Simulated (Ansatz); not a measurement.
**Ta, pressure series**

Consider Ta in the bcc (W type) structure (space group Im-3m, No. 229; a = 3.3051 Å).

Cell and atoms are relaxed at each pressure.

The values are results of r2SCAN in Ansatz (plane waves to 500 eV, PAW, spin-orbit coupling left out), earlier PAW set, not measurements.

Notes on the quantities. enthalpy: H = E + PV relative to the base's energy.

```tsv
variant	enthalpy	lattice parameter a
base	–	330.5 pm
pressure −2 GPa	-0.23 eV/atom	331.6 pm
pressure −1 GPa	-0.11 eV/atom	…
pressure 1.8 GPa	+0.20 eV/atom	329.6 pm
pressure 4.2 GPa	+0.47 eV/atom	328.3 pm
pressure 9 GPa	+0.99 eV/atom	326.1 pm
pressure 18 GPa	+1.95 eV/atom	…
pressure 30 GPa	+3.17 eV/atom	…
pressure 45 GPa	+4.64 eV/atom	312.9 pm
pressure 60 GPa	+6.05 eV/atom	308.7 pm
```

Task: What belongs in the blanks?

Result: 
- pressure −1 GPa, lattice parameter a: 331.1 pm
- pressure 18 GPa, lattice parameter a: 322.2 pm
- pressure 30 GPa, lattice parameter a: 317.7 pm

Load acts through the strain it causes; cell and atoms are relaxed under it. Stability against distortions was not tested. No other phases were tried under pressure. All final runs are without spin polarisation.

Ansatz is a first-principles code.
